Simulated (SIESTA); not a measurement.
**Several settings converged on Nb (Im-3m, 1 atom in the cell)**

```
CELL_PARAMETERS angstrom
     -1.65825     1.65825     1.65825
      1.65825    -1.65825     1.65825
      1.65825     1.65825    -1.65825
ATOMIC_POSITIONS crystal
  Nb 0.00000 0.00000 0.00000
```

Base method: GGA PBE, numerical atomic orbitals DZP, PseudoDojo PBE standard norm-conserving potentials (rewritten from UPF to PSML) (SIESTA).

Base settings: XC.functional = GGA; XC.authors = PBE; potentials = PseudoDojo PBE standard; PAO.BasisSize = DZP; PAO.EnergyShift = 0.01 Ry; MeshCutoff = 350 Ry; kgrid.MonkhorstPack = 8 8 8; OccupationFunction = FD; ElectronicTemperature = 100 meV; MaxSCFIterations = 150.

Core times come from one kind of shared machine, to one figure; runs under 30 s give none.

**The k-point mesh at a smearing width of 0.05 eV**

In this ladder: ElectronicTemperature = 50 meV.

The second cell is the first with its lattice scaled by 0.98.

Only quantities that move along the ladder and can be compared are tabulated.

```csv
kgrid.MonkhorstPack,free energy less the last step's (meV/atom),energy of the compressed cell less the first (meV/atom),pressure (GPa),core time / last (rough)
5 5 5,55.70,13.97,-3.59,–
6 6 6,12.00,-0.09,-5.28,–
7 7 7,20.00,20.72,-2.21,–
9 9 9,-10.73,17.69,-2.90,–
10 10 10,20.38,19.97,-2.42,–
15 15 15,2.15,21.92,-2.40,0.2
18 18 18,0.50,19.98,-2.53,0.4
22 22 22,0.25,19.94,-2.58,0.5
27 27 27,0.00,19.07,-2.70,1
```

Coarsest kgrid.MonkhorstPack that holds the free energy within 2 meV/atom of the last step, with all finer ones: 18 18 18, at about 0.4 of the last step's time; the step before is off by 2.2 meV/atom.

Coarsest kgrid.MonkhorstPack that holds the energy of the compressed cell less the first within 2 meV/atom of the last step, with all finer ones: 18 18 18, at about 0.4 of the last step's time; the step before is off by 2.9 meV/atom.

Coarsest kgrid.MonkhorstPack that holds the pressure within 1 GPa of the last step, with all finer ones: 7 7 7; the step before is off by 2.6 GPa.

**The width of Fermi-Dirac smearing**

In this ladder: kgrid.MonkhorstPack = 13 13 13.

Narrow widths need finer meshes than wide ones, so the last steps can hold mesh noise.

Only quantities that move along the ladder and can be compared are tabulated; pressure and forces are left out, as mesh noise rules them at narrow widths.

| ElectronicTemperature | free energy less the last step's (meV/atom) |
|---|---|
| 1000 meV | -1784.85 |
| 500 meV | -470.14 |
| 300 meV | -180.17 |
| 200 meV | -81.59 |
| 100 meV | -16.61 |
| 50 meV | 0.00 |

Widest ElectronicTemperature that holds the free energy within 5 meV/atom: not settled: the last two steps still differ by 17 meV/atom, over half the tolerance, so the ladder does not show it.

**The width of Methfessel-Paxton smearing**

In this ladder: kgrid.MonkhorstPack = 13 13 13; OccupationFunction = MP; OccupationMPOrder = 1.

Narrow widths need finer meshes than wide ones, so the last steps can hold mesh noise.

Only quantities that move along the ladder and can be compared are tabulated; pressure and forces are left out, as mesh noise rules them at narrow widths.

```csv
ElectronicTemperature,free energy less the last step's (meV/atom)
1000 meV,-19.76
500 meV,-1.30
300 meV,2.25
200 meV,1.94
100 meV,0.11
50 meV,0.00
```

Widest ElectronicTemperature that holds the free energy within 1 meV/atom of the last step, with all finer ones: 100 meV; the step before is off by 1.9 meV/atom.

On the base run: the starting cell has typed, rounded lattice constants, without a prior relaxation at this level. Its lattice was rescaled by up to half a per cent. Spin polarisation is off. Values carry the incompleteness of an atom-centred basis.

Left out of this page: 4 runs of the series outside the window shown, repeating another row's setting, or not comparable.
